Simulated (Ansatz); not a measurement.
Levels about the gap of amorphous Hf$_{18}$O$_{41}$Nb$_{2}$ (61 atoms in a cell of 793 Å³, 8.49 g/cm³; zone centre alone, so wide bands show as single levels with stretches between that a denser mesh fills), at the geometry that PBE relaxed, where it gives -0.8 GPa on a denser mesh. The participation number counts the atoms over which a state spreads; weights are charges in smoothed Voronoi cells. The levels come from a single point, so bond lengths are those of that geometry. Method of the levels: PBE, scalar-relativistic without spin-orbit coupling (Ansatz, a quantum-chemistry and plane-wave program). Sampling: the zone centre alone; Fermi-Dirac width 0.02 eV; no spin polarisation. At PBE the levels at both edges of the gap are localised (band-tail or defect states), and the nearest spread-out levels lie 3.9 eV apart at the zone centre.

It comes from a melt-quench run on a machine-learned potential (CHGNet), relaxed afterwards by DFT. O atoms were pushed apart under 1.9 Å during the dynamics, to hinder bonds among them. The hot cell started wider than the set density and was brought back towards it in steps. It is the lowest in DFT energy of 2 quenches. It is a model cell: composition and starting density were chosen by hand, and all elements were melted together. No dispersion term was used. Its density started from a set value of 8.49 and ended at 8.49 g/cm³. Cooling (nominally 450 K/ps over its main leg) ran many orders faster than in experiment, which tends to leave more defects and strain. One small periodic cell is one sample of the glass; other quenches scatter about these values. The volume was held where the preparation left it, at a PBE pressure of -0.8 GPa (tension). Stress components on the final sampling reach 1.7 GPa.

```tsv
E - E(highest filled), eV	filling	participation number	largest on	weight O	weight Hf	weight Nb
-0.22	filled	18.4	O, 3 neighbours	0.95	0.04	0.00
-0.21	filled	17.8	O, 3 neighbours	0.95	0.04	0.01
-0.14	filled	20.3	O, 3 neighbours	0.95	0.04	0.01
-0.12	filled	19.3	O, 3 neighbours	0.95	0.04	0.01
-0.07	filled	18.5	O, 3 neighbours	0.94	0.05	0.01
-0.04	filled	11.6	O, 3 neighbours	0.96	0.04	0.00
0.00	filled	9.1	O, 3 neighbours	0.95	0.04	0.01
3.30	empty	3.1	Nb, 7 neighbours	0.33	0.10	0.56
3.67	empty	3.3	Nb, 7 neighbours	0.34	0.12	0.54
3.81	empty	3.4	Nb, 5 neighbours	0.35	0.11	0.54
3.88	empty	10.2	Nb, 5 neighbours	0.43	0.28	0.29
4.06	empty	13.5	Nb, 5 neighbours	0.38	0.38	0.24
4.10	empty	28.3	Hf, 7 neighbours	0.38	0.55	0.07
4.34	empty	30.3	Hf, 6 neighbours	0.37	0.57	0.06
```

Most localised among these is the empty level at +3.30 eV, on a Nb atom, which has 7 neighbours (O 1.88 Å, O 1.99 Å, O 2.09 Å, O 2.09 Å, O 2.10 Å, O 2.26 Å, O 2.30 Å).
